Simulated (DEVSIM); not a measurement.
System: Au/Al2O3/n-InP capacitor, at 250 K.

```tsv
layer (left to right)	material	thickness (nm)	Nd (cm⁻³)
1	Al2O3	28.0	-
2	InP	10000	3.7e15
```

Metal gate on the left, work function 5.1 eV. Fixed charge at the semiconductor interface 1.3e11 cm⁻² (in units of +e); no interface traps.

The device is made up for the run: typed textbook-type constants, with dimensions and the other settings drawn at random. Values at 300 K; Nc and Nv go as T^1.5, mobilities as T to minus their exponent, the gap by Varshni's rule with the affinity fixed.

```csv
parameter,Al2O3,InP
gap (eV),6.8,1.344
affinity (eV),1.35,4.38
permittivity,9,12.5
Nc (cm⁻³),-,5.7e17
Nv (cm⁻³),-,1.1e19
Varshni α (eV/K),-,0.000363
Varshni β (K),-,162
```

Simulated with DEVSIM: 1D Poisson equation in equilibrium, Boltzmann statistics, complete ionisation; no quantum confinement or tunnelling. Metal contacts follow the ideal Schottky-Mott rule: no Fermi-level pinning, no interface dipoles.

Task: Tabulate band edges, carrier densities and field at -0.2 V on the gate.

Result: Energies count from the Fermi level of the right contact; mesh points crowd at the junctions.

```tsv
x (μm)	Ec (eV)	Ev (eV)	n (cm⁻³)	p (cm⁻³)	field (V/cm)
0.000	3.950	-2.850	< 1e2	< 1e2	-62000
0.001852	3.938	-2.861	< 1e2	< 1e2	-62000
0.006175	3.912	-2.888	< 1e2	< 1e2	-62000
0.01620	3.850	-2.950	< 1e2	< 1e2	-62000
0.02525	3.793	-3.006	< 1e2	< 1e2	-62000
0.02758	3.779	-3.021	< 1e2	< 1e2	-62000
0.02905	0.744	-0.616	440	3200000	-26000
0.03485	0.729	-0.631	880	1600000	-25000
0.04753	0.697	-0.663	3900	370000	-25000
0.08213	0.615	-0.745	180000	8000	-23000
0.1696	0.434	-0.925	7.6e8	< 1e2	-18000
0.5446	0.110	-1.249	2.6e15	< 1e2	-1200
1.410	0.103	-1.257	3.7e15	< 1e2	≈ 0
3.601	0.103	-1.257	3.7e15	< 1e2	≈ 0
8.093	0.103	-1.257	3.7e15	< 1e2	≈ 0
9.305	0.103	-1.257	3.7e15	< 1e2	≈ 0
9.749	0.103	-1.257	3.7e15	< 1e2	≈ 0
9.924	0.103	-1.257	3.7e15	< 1e2	≈ 0
10.00	0.103	-1.257	3.7e15	< 1e2	≈ 0
10.02	0.103	-1.257	3.7e15	< 1e2	≈ 0
10.03	0.103	-1.257	3.7e15	< 1e2	≈ 0
10.03	0.103	-1.257	3.7e15	< 1e2	≈ 0
```
